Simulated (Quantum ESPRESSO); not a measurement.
# What a tighter setting buys: K_POINTS, Ga₅Ni (I4/mcm, 12 atoms in the cell)

Cell: a = 6.5316 Å, b = 6.5316 Å, c = 6.5316 Å, α = 122.52°, β = 122.52°, γ = 85.69°.

Method of the run: LDA (PZ), PSlibrary PAW (LDA) pseudopotentials (plane waves; Quantum ESPRESSO).

Base settings: ecutwfc = 70 Ry; ecutrho = 420 Ry; occupations = smearing; smearing = marzari-vanderbilt; degauss = 0.0036749 Ry; potentials = {Ga: Ga.pz-dn-kjpaw_psl.1.0.0.UPF, Ni: Ni.pz-n-kjpaw_psl.1.0.0.UPF}; K_POINTS = automatic 4 4 4 1 1 1; conv_thr = 1e-09 Ry.

Misses are taken against the tightest run, automatic 5 5 5 1 1 1, which need not be fully converged itself. The energy is the free energy per atom.

The count of work is k-points × plane waves × bands × iterations; it is no time, and leaves out set-up, grids and terms that scale otherwise. Core times come from one kind of shared machine and are given to one figure; runs under 30 s give none.

The starting cell comes from a database of computed structures (which also holds hypothetical and non-ambient phases and stackings), without a prior relaxation at this level. Spin polarisation is off. In the base run, with a pressure of about -4 GPa the cell is away from its equilibrium volume at this level.

The runs (K_POINTS): automatic 1 1 1 1 1 1 | automatic 2 2 2 1 1 1 | automatic 3 3 3 1 1 1 | automatic 4 4 4 1 1 1 | automatic 5 5 5 1 1 1.

### Question
What does the step from automatic 2 2 2 1 1 1 to automatic 4 4 4 1 1 1 buy?

### Answer
It takes the miss in the energy from 31 to 9.7 meV/atom, for 4.2 times the count of work and roughly 3 times the time.

| K_POINTS | energy less reference (meV/atom) | pressure less reference (GPa) | largest difference in the force on any atom (eV/Å) | count of work / reference | core time / reference (rough) |
|---|---|---|---|---|---|
| automatic 1 1 1 1 1 1 | 474.66 | 6.27 | 0.984 | 0.037 | 0.09 |
| automatic 2 2 2 1 1 1 | 30.63 | 0.68 | 0.104 | 0.15 | 0.2 |
| automatic 3 3 3 1 1 1 | -18.74 | -0.51 | 0.078 | 0.32 | 0.3 |
| automatic 4 4 4 1 1 1 | -9.65 | -0.01 | 0.091 | 0.64 | 0.7 |
| automatic 5 5 5 1 1 1 | 0.00 | 0.00 | 0.000 | 1.0 | 1 |

The last two settings still differ by 9.7 meV/atom, so the table cannot show that the reference is converged.

Left out of this page: 1 run of the series outside the window shown, repeating another row's setting, or not comparable.
